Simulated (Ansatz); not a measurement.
## BBi (model structure, started from the zincblende type, F-43m, No. 216, 2 atoms in the cell)

Computed with PBE-D3(BJ) (Ansatz, a quantum-chemistry and plane-wave program, plane waves, PAW).

Numerical settings: plane-wave cutoff 520 eV, 18×18×18 k mesh, Fermi–Dirac smearing 0.05 eV, scalar-relativistic PAW data made under PBE.

Cell (relaxed at this level):

Space group F-43m (No. 216); a = b = c = 5.4631 Å, α = β = γ = 90.00°

```json
[
 {"atom": "Bi", "site": "4c", "symmetry": "-43m", "x": "0.2500", "y": "0.2500", "z": "0.2500"},
 {"atom": "B", "site": "4a", "symmetry": "-43m", "x": "0.0000", "y": "0.0000", "z": "0.0000"}
]
```
(The calculation used a cell of 2 atoms; values per cell refer to that cell.)

- band gap = 0.40 eV

Note: the relaxation could raise the start's symmetry but not lower it, so the cell can be a saddle point.

Spin–orbit coupling is not included; with these elements it can move the gap by several tenths of an eV or more.

Static lattice: no zero-point or thermal effects.

A model structure was made by putting elements into a prototype or built by hand; it is no filed structure, need not be a known phase, and can be a saddle point held by its symmetry.
